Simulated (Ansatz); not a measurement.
MgZnO2 (R-3m, No. 166, 4 atoms in the cell; start mp-1221939) was calculated with LDA (plane waves, PAW; Ansatz, a program for electronic structure).

Settings: plane-wave cutoff 520 eV, 14×14×14 k mesh, Fermi–Dirac smearing 0.01 eV, scalar-relativistic PAW data made under PBE.

Cell (relaxed at this level):

```
CELL_PARAMETERS angstrom
      1.48413     0.85686     4.80655
     -1.48413     0.85686     4.80655
      0.00000    -1.71372     4.80655
ATOMIC_POSITIONS crystal
  Mg 0.00000 0.00000 0.00000
  Zn 0.50000 0.50000 0.50000
  O  0.25202 0.25202 0.25202
  O  0.74798 0.74798 0.74798
```

### Question
Predict the band gap and bulk modulus.

### Answer

- band gap = 2.88 eV (on the SCF k mesh)
- bulk modulus = 189 GPa

Note: the relaxation could not lower the start's symmetry, so the cell can be a saddle point above a distorted one; the bulk modulus is −V dP/dV from two relaxed cells at ±2 % in volume.

The computed numbers hold no vibrational or temperature effects.

A start named mp-… is a Materials Project structure, which need not be a measured phase.
